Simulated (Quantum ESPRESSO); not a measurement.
Worked example: self-consistent single point of Mg14ZnCu (P-6m2, 16 atoms in the cell) in Quantum ESPRESSO.

Method of the run: BLYP, SSSP 1.1.2 efficiency (PBE) pseudopotentials (plane waves; Quantum ESPRESSO).

```
CELL_PARAMETERS angstrom
      6.24906     0.00000     0.00000
     -3.12453     5.41184     0.00000
      0.00000     0.00000     9.97631
ATOMIC_POSITIONS crystal
  Mg 0.99912 0.49956 0.00000
  Mg 0.50044 0.00088 0.00000
  Mg 0.50044 0.49956 0.00000
  Mg 0.99752 0.49876 0.50000
  Mg 0.50124 0.00248 0.50000
  Mg 0.50124 0.49876 0.50000
  Mg 0.16196 0.83804 0.25284
  Mg 0.67608 0.83804 0.74716
  Mg 0.16196 0.32392 0.25284
  Mg 0.16196 0.83804 0.74716
  Mg 0.67608 0.83804 0.25284
  Mg 0.16196 0.32392 0.74716
  Mg 0.66667 0.33333 0.24977
  Mg 0.66667 0.33333 0.75023
  Zn 0.00000 0.00000 0.00000
  Cu 0.00000 0.00000 0.50000
```

Reference input (self-consistent single point, DFT, PBEsol, plane waves, SSSP 1.1.2 efficiency (PBE) pseudopotentials): ecutwfc = 50 Ry; ecutrho = 400 Ry; occupations = smearing; smearing = fd; degauss = 0.0073499 Ry; input_dft = pbesol; potentials = {Mg: Mg.pbe-n-kjpaw_psl.0.3.0.UPF, Zn: Zn_pbe_v1.uspp.F.UPF, Cu: Cu_pbe_v1.2.uspp.F.UPF}; K_POINTS = automatic 6 6 3 0 0 0; conv_thr = 1e-09 Ry; mixing_beta = 0.3. This run's input differs from it in these lines:

```diff
@@ -18,3 +18,3 @@
    degauss = 0.0073499
-   input_dft = 'pbesol'
+   input_dft = 'blyp'
 /
```

The program printed (abridged):

```
     Self-consistent Calculation

     iteration #  1     ecut=    50.00 Ry     beta= 0.30

     total energy              =   -1291.75321657 Ry
     estimated scf accuracy    <      99.46872282 Ry

     iteration #  2     ecut=    50.00 Ry     beta= 0.30

     total energy              =   -1318.15787443 Ry
     estimated scf accuracy    <     313.52184391 Ry

     iteration #  3     ecut=    50.00 Ry     beta= 0.30

     total energy              =   -1340.78719802 Ry
     estimated scf accuracy    <      25.76872378 Ry

   [... 19 blocks of this kind left out ...]

     iteration # 23     ecut=    50.00 Ry     beta= 0.30

     total energy              =   -1338.74027253 Ry
     estimated scf accuracy    <          1.4E-09 Ry

     iteration # 24     ecut=    50.00 Ry     beta= 0.30
     End of self-consistent calculation

     the Fermi energy is     5.0779 ev

!    total energy              =   -1338.74027253 Ry
     estimated scf accuracy    <          6.7E-10 Ry
     smearing contrib. (-TS)   =      -0.01471062 Ry
     internal energy E=F+TS    =   -1338.72556191 Ry

     convergence has been achieved in  24 iterations

     Forces acting on atoms (cartesian axes, Ry/au):

     atom    1 type  1   force =     0.00086398    0.00049882    0.00000000
     atom    2 type  1   force =     0.00000000   -0.00099764   -0.00000000
     atom    3 type  1   force =    -0.00086398    0.00049882    0.00000000
     atom    4 type  1   force =     0.00061152    0.00035306    0.00000000
     atom    5 type  1   force =     0.00000000   -0.00070612    0.00000000
   [... lines left out ...]

     Total force =     0.004325     Total SCF correction =     0.000004

          total   stress  (Ry/bohr**3)                   (kbar)     P=       12.06
   0.00007819  -0.00000000  -0.00000000           11.50       -0.00       -0.00
  -0.00000000   0.00007819  -0.00000000           -0.00       11.50       -0.00
   0.00000000   0.00000000   0.00008964            0.00        0.00       13.19

   JOB DONE.
```

The run converged in 24 iterations. Against the reference run the pressure goes from -0.80 to 1.21 GPa and the largest force goes from 0.046 to 0.039 eV/Å.

The starting cell comes from a database of computed structures (which also holds hypothetical and non-ambient phases and stackings), without a prior relaxation at this level. Spin polarisation is off.

Cost on one core of a shared machine: roughly 20 min.
